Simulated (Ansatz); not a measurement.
Input:

```
BeTe
1.0
    3.73097     0.00000     0.00000
    1.86549     3.23112     0.00000
    1.86549    -1.07704     3.12712
Te Be
1 1
Cartesian
  0.00000   0.00000   0.00000
  1.86549   1.07704   1.56356
```

No spin polarisation.

Calculations: PBE in Ansatz (plane waves to 420 eV, PAW, without spin-orbit coupling), earlier PAW set. k-mesh 19×19×19 (Γ-centred); smearing 0.1 eV (Fermi–Dirac).

What is the computed space group?

R-3m (No. 166).

What is the computed band gap?

Zero.

Predict the pressure (mean of the normal stresses, compression positive).

1.5 GPa.

The cells carry an imposed strain or load. Whether these cells are dynamically stable was not tested. The final runs are not spin-polarised. The cell was made from BeTe in the rock salt structure (space group Fm-3m, No. 225; a hypothetical phase, not in the database extracts checked) by this change: biaxial strain −1.59 %, plane normal [111], relaxed out of plane.

Ansatz is a first-principles code.
